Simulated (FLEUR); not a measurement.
Band structure of Cr (Im-3m, 1 atom in the cell).

```yaml
crystal:
  lattice:
    - [-1.45440, 1.45440, 1.45440]
    - [1.45440, -1.45440, 1.45440]
    - [1.45440, 1.45440, -1.45440]
  atoms:
    - { symbol: Cr, position: [0.00000, 0.00000, 0.00000], spin: 3.0 }
```
(The spins are starting values, not results.)

Method: PBE, all-electron FLAPW (FLEUR), scalar-relativistic valence.

Settings: Kmax = 3.6 1/bohr; GmaxXC = 14.4 1/bohr; xcFunctional = pbe; jspins = 2; l_soc = F; mode = hist; fermiSmearingEnergy = 0.00734986 Htr; mesh (inpgen div1-3) = 16 16 16; inpgen gamma flag = true; Gmax = 14.4 1/bohr; numbands = 0; maxIterBroyd = 25; imix = Anderson; alpha = 0.05.

The starting cell was generated: these elements placed on a structure prototype, without a prior relaxation; it need not be a known phase or ordering of this composition. Its lattice was rescaled by a random factor within 2.5 % of one. Values depend on the basis (sphere radii, cutoffs, local orbitals), which need not be converged.

Levels in eV from the Fermi level, bands 4 to 11 of the first spin channel:
```
point       4      5      6      7      8     9     10     11
-----  ------  -----  -----  -----  -----  ----  -----  -----
Γ      -42.79  -7.61  -0.80  -0.80  -0.80  1.14   1.14  21.87
H      -43.31  -3.92  -3.92   2.27   2.27  2.27  10.05  10.05
N      -42.80  -4.12  -2.23   0.99   1.06  1.39   2.65   9.32
P      -43.15  -2.17  -2.17  -2.17   1.43  1.43   9.82   9.82
```
